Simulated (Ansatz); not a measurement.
**fluorite-type NiSi2 (0 0 1) on Si0.75Ge0.25, ordered (0 0 1), P on 2 of 2 substrate sites at each interface (film strained to the substrate, faces as cut)**

A periodic stack without vacuum, fluorite-type NiSi2 (0 0 1) on Si0.75Ge0.25, ordered (0 0 1), P on 2 of 2 substrate sites at each interface (film strained to the substrate, faces as cut): substrate slab Ge4Si14P4, film Ni8Si16, surface cells [[0, -1], [1, 0]] and [[0, -1], [2, 1]], film strained by +1.6 and +1.6 %, faces GeSi/GeSi and Si/Ni as cut (like faces can put a slab off its formula).

The start was prepared with a machine-learned potential, and the result is one local minimum, with the in-plane cell held and forces under 0.04 eV/Å; the film can end far from its bulk form.

The numbers are results of PBE (plane waves to 420 eV, PAW; Ansatz, an electronic-structure program), not measurements. Spin–orbit coupling is left out; the runs are not spin-polarised; PBE gaps are too small against experiment. Its k-point mesh 5×5×1, Fermi–Dirac width 0.05 eV.

* **interface area**: 30.6 Å²
* **period**: 26.47 Å
* **gaps between the outermost planes at the two interfaces**: 1.31 and 1.26 Å
* **P–Si contacts across the interfaces within 1.22 times the sum of covalent radii**: 6, mean 2.42 Å
* **Ni–P contacts across the interfaces within 1.22 times the sum of covalent radii**: 4, mean 2.33 Å
* **estimate of the barrier**: withheld, since the two interfaces are unlike
* **slope of the mean potential energy in the substrate**: -3.5 MV/cm × e

```xyz
46
Lattice="5.5320 0.0004 0.0937 0.0000 5.5328 -0.0459 2.3129 -2.5491 26.5394" Properties=species:S:1:pos:R:3 pbc="T T T"
Ge     5.3194     0.1930     3.3402
Si     2.5536     2.9595     3.2840
P      2.5976     0.1718     0.6237
P      5.3638     2.9381     0.6568
Si     1.2176     1.5801     1.8970
Si     3.9348     4.3162     1.9198
Ge     5.2281     0.2404     8.8747
Si     2.4621     3.0065     8.7924
Si     3.9230     1.6270     4.6898
Si     1.1394     4.3160     4.6208
Ge     2.5083     0.2167     6.0541
Si     5.2737     2.9833     6.0911
Si     1.1013     1.6441     7.4076
Si     3.8692     4.3460     7.4323
P      5.1378     0.2866    14.2400
P      2.3718     3.0520    14.1548
Si     3.8152     1.6732    10.2110
Si     1.0634     4.3637    10.1424
Ge     2.4164     0.2633    11.5811
Si     5.1822     3.0298    11.5884
Si     0.9806     1.6760    12.8999
Si     3.8066     4.4070    12.9257
Ni     6.3985    -1.0432    20.7328
Ni     3.6307     1.7227    20.6626
Ni     3.6839    -1.0670    18.1030
Ni     6.4470     1.6994    18.1259
Ni     6.3148    -1.0031    25.9157
Ni     3.5421     1.7660    25.8461
Ni     3.5887    -1.0199    23.2668
Ni     6.3520     1.7466    23.2909
Si     2.2757     0.3245    19.3022
Si     5.0423     3.0910    19.3261
Si     5.0410     0.3297    19.3120
Si     2.2749     3.0954    19.2400
Si     3.7284     1.6814    15.5189
Si     0.9716     4.4476    15.4488
Si     2.3261     0.3099    16.7847
Si     5.0919     3.0773    16.8031
Si     7.7135     0.3737    24.6414
Si     4.9472    -2.3930    24.6174
Si     4.9494     0.3721    24.6487
Si     7.7155    -2.3944    24.7135
Si     4.9932     0.3512    21.9893
Si     7.7591    -2.4154    22.0593
Si     7.7581     0.3516    22.0226
Si     4.9920    -2.4153    21.9969
```
